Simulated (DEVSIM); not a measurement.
System: Schottky contact on n-type Si, at 350 K.

Layer 1 from the left is Si, thickness (μm) 3.20, Nd (cm⁻³) 4.2e16, τn (s) 6.8e-5, τp (s) 6.8e-5. Layer 2 from the left is Si, thickness (μm) 0.510, Nd (cm⁻³) 1.2e18, τn (s) 6.8e-5, τp (s) 6.8e-5.

Left contact: Schottky, work function 4.69 eV, emission velocity 1.1e7 cm/s. Right contact: ohmic. Voltage is applied to the left contact. Recombination: SRH at mid-gap, Auger. Mobility is μmin + (μ − μmin)/(1 + (N/Nref)^α).

This is a model device: material constants are rounded textbook-type values typed into the input, and sizes, dopings and lifetimes were drawn at random. Values at 300 K; Nc and Nv go as T^1.5, mobilities as T to minus their exponent, the gap by Varshni's rule with the affinity fixed.

Si: gap (eV) 1.124, affinity (eV) 4.05, permittivity 11.7, Nc (cm⁻³) 2.86e19, Nv (cm⁻³) 3.1e19, μn (cm²/Vs) 1417, μp (cm²/Vs) 470, μn,min 52, μp,min 45, Nref,n 9.7e16, Nref,p 2.2e17, αn 0.68, αp 0.72, T exponent of μn 2.3, T exponent of μp 2.2, Cn (cm⁶/s) 2.8e-31, Cp (cm⁶/s) 9.9e-32, Varshni α (eV/K) 0.000473, Varshni β (K) 636.

Model (solved in DEVSIM): 1D drift-diffusion, Boltzmann statistics, complete ionisation; no tunnelling, impact ionisation, image-force lowering or self-heating. Metal contacts follow the ideal Schottky-Mott rule: no Fermi-level pinning, no interface dipoles.

Dark forward current:

```
|V| (V)  |J| (A/cm²)
-------  -----------
0.05          0.1303
0.10          0.7983
0.15           4.182
0.20           20.55
0.25           87.95
0.30           277.8
0.35           615.5
0.40            1060
0.45            1569
0.50            2119
```

Task: Work out the local ideality factor n = ΔV / (kT/q · ln(J2/J1)) between the rows 0.15 and 0.20 V, 0.45 and 0.50 V.

Result: kT/q = 30.16 mV. From 0.15 to 0.20 V: ln(20.55/4.182) = 1.592, n = 1.04, near the 1 of diffusion or emission over a barrier. From 0.45 to 0.50 V: ln(2119/1569) = 0.301, n = 5.52; the layers' resistance at their doping, Σ W/(qμN) = 7.5e-5 Ω cm², would take 41 mV of this step of 50 mV.

Task: Estimate the current at 0.15 V for emission alone, J0 = q v N_band exp(−φB/kT), and read the barrier back from the simulated current.

Result: φB = 0.640 eV, N_band = 3.60e19 cm⁻³, J0 = 0.0386 A/cm²; J = J0 (exp(qV/kT) − 1) = 5.55 A/cm². The simulation gives 4.18 A/cm²; the estimate lies 33 % above. Read backwards, the simulated current gives an apparent barrier of 0.649 eV. The estimate leaves out transport through the depletion region and minority injection.
